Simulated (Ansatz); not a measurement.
Model glasses of amorphous In2O3, 62 to 65 atoms (In24O36 before any change). Each row is one cell at a composition chosen by hand, melted whole on the CHGNet potential with the anions pushed apart under 1.9 Å, quenched within some picoseconds, far faster than a real film, and relaxed with PBE, scalar-relativistic without spin-orbit coupling (plane waves to 420 eV, PAW; Ansatz, a first-principles code). Each is the lower in DFT energy of 2 quenches. Cycles of charging and discharging were tried on some cells ahead of these points, and a cell that came back lower was taken. The column on the box says what of it was relaxed with the atoms; held means as the quench left it. Cells that kept moments or hold spare charge are left out.

Formal charges balance in every cell, with the guest at the charge named. Neighbours are the O atoms within a cut-off of 1.2 times the sum of covalent radii (1.1 times for W, Hf, Lu); the radius is Shannon's ionic radius for that charge at the coordination found, taken on a straight line between listed coordinations where the table lacks it, averaged where a cell holds several guest atoms. The coordination is that of the cell taken. The cells ran without spin polarisation.

```json
[
 {"guest": "Be2+", "change of the cell": "+1 Be, +1 O", "box": "volume and shape", "cut-off (Å)": "1.94", "O neighbours": "4", "ionic radius (Å)": "0.27", "mean guest-O distance (Å)": "1.66"},
 {"guest": "Ga3+", "change of the cell": "+2 Ga, +3 O", "box": "shape", "cut-off (Å)": "2.26", "O neighbours": "4, 4", "ionic radius (Å)": "0.47", "mean guest-O distance (Å)": "1.88"},
 {"guest": "Mg2+", "change of the cell": "+1 Mg, +1 O", "box": "shape", "cut-off (Å)": "2.48", "O neighbours": "4", "ionic radius (Å)": "0.57", "mean guest-O distance (Å)": "1.99"},
 {"guest": "W6+", "change of the cell": "+3 O, +1 W", "box": "shape", "cut-off (Å)": "2.51", "O neighbours": "6", "ionic radius (Å)": "0.60", "mean guest-O distance (Å)": "1.96"},
 {"guest": "Hf4+", "change of the cell": "+1 Hf, +2 O", "box": "shape", "cut-off (Å)": "2.65", "O neighbours": "6", "ionic radius (Å)": "0.71", "mean guest-O distance (Å)": "withheld"},
 {"guest": "Lu3+", "change of the cell": "+2 Lu, +3 O", "box": "volume and shape", "cut-off (Å)": "2.78", "O neighbours": "7, 6", "ionic radius (Å)": "0.89", "mean guest-O distance (Å)": "2.30"},
 {"guest": "Ca2+", "change of the cell": "+1 Ca, +1 O", "box": "shape", "cut-off (Å)": "2.90", "O neighbours": "6", "ionic radius (Å)": "1.00", "mean guest-O distance (Å)": "2.49"},
 {"guest": "Sr2+", "change of the cell": "+1 O, +1 Sr", "box": "shape", "cut-off (Å)": "3.13", "O neighbours": "8", "ionic radius (Å)": "1.26", "mean guest-O distance (Å)": "2.76"}
]
```

### Question
Fit a straight line of the last column on the one before it through the 7 full rows, and predict the withheld value for Hf4+.

### Answer
Means: x = 0.723, y = 2.149. Slope = Σ(Δx Δy) / Σ(Δx²) = 0.7849 / 0.7007 = 1.120; intercept = 2.149 − (1.120) × 0.723 = 1.339 Å; r.m.s. residual 0.028 Å. Prediction: 1.339 + (1.120) × 0.71 = 2.13 Å. The run gave 2.14 Å, a miss of 0.01 Å, within the residual.

### Question
What would hard spheres give for this line?

### Answer
A slope of 1 and an intercept at the radius of O2−, 1.35 Å for two neighbours to 1.40 Å for six in Shannon's table; the fit has 1.120 and 1.339 Å.
